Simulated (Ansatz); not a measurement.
Base system: BeS in the rock salt structure (space group Fm-3m, No. 225; a = 4.629 Å; a hypothetical phase, not in the database extracts checked).

(Cell as relaxed with PBE.)

Levels (all Ansatz, an electronic-structure program, PAW): PBE (420 eV, scalar-relativistic without spin-orbit coupling); PBEsol (420 eV, without spin-orbit coupling).

Each level relaxes its own structure.

```tsv
quantity	PBE	PBEsol
volume per atom	12.40 Å³	(withheld)
lattice parameter a	4.629 Å	(withheld)
band gap	0.97 eV	(withheld)
gap character	indirect, K–Γ (58 % along) → X	(withheld)
electron mass	0.97 mₑ along k, 0.29 mₑ across	(withheld)
```

Q: Predict the PBEsol column.

A: 
- volume per atom, PBEsol: 12.09 Å³
- lattice parameter a, PBEsol: 4.590 Å
- band gap, PBEsol: 0.95 eV
- gap character, PBEsol: indirect, K–Γ (58 % along) → X
- electron mass, PBEsol: 1.0 mₑ along k, 0.29 mₑ across

PBE's volume per atom lies 0.31 Å³ above PBEsol's (2.6 %); PBE's lattice parameter a lies 0.039 Å above PBEsol's (0.9 %); PBE's band gap lies 0.02 eV above PBEsol's; the two agree on the gap character. Neither level is exact; PBEsol is the comparison here, not a measurement.

Masses are band curvatures over ±0.01 Å⁻¹ around the edge. Along k means along the line from Γ to the band edge. No phonon test of stability was made.
